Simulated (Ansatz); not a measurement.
Spacing of the highest filled and lowest empty level at the zone centre in eight small model glasses of hand-chosen composition and density, fast-quenched (anions pushed apart in CHGNet runs), each at its PBE geometry, by PBE and by HSE06 (Ansatz, an electronic-structure program, plane waves, PAW). The cells are the first eight to finish that balance their formal charges, show no moments and no lower geometry on charging where those were tested, and have a gap at both levels; defect levels can set the spacings, and exact exchange is cut at the cells' faces.

```
cell           quench by  pressure (GPa)             levels at the gap  PBE (eV)  experiment, tabulated (eV)
-------------  ---------  --------------  ----------------------------  --------  --------------------------
Ga24O38Ge         CHGNet            -0.6  localised at the filled edge      1.38                           -
Ga24O39Lu2        CHGNet             1.6  localised at the filled edge      1.81                           -
In9Ga9Zn9O39W     CHGNet             1.9  localised at the filled edge      0.97                           -
Zr20O43W          CHGNet            -1.8       localised at both edges      2.84                           -
Si24O51Al2        CHGNet             0.0  localised at the filled edge      4.62                           -
Si24O49K2         CHGNet             0.0  localised at the filled edge      2.73                           -
Al28O43Li2        CHGNet             0.1  localised at the filled edge      3.07                           -
In24O37Mg         CHGNet             1.7  localised at the filled edge      0.60                           -
```

Q: What does HSE06 give, and how does it move these values against PBE?

A: Ga24O38Ge 3.08, Ga24O39Lu2 3.49, In9Ga9Zn9O39W 2.54, Zr20O43W 4.16, Si24O51Al2 6.41, Si24O49K2 4.36, Al28O43Li2 4.76, In24O37Mg 2.04 eV. It raises them by +1.33 to +1.79 eV, +1.60 eV on average. A straight line through the eight gives HSE06 = 1.05 × PBE +1.50 eV, with a scatter of 0.13 eV.
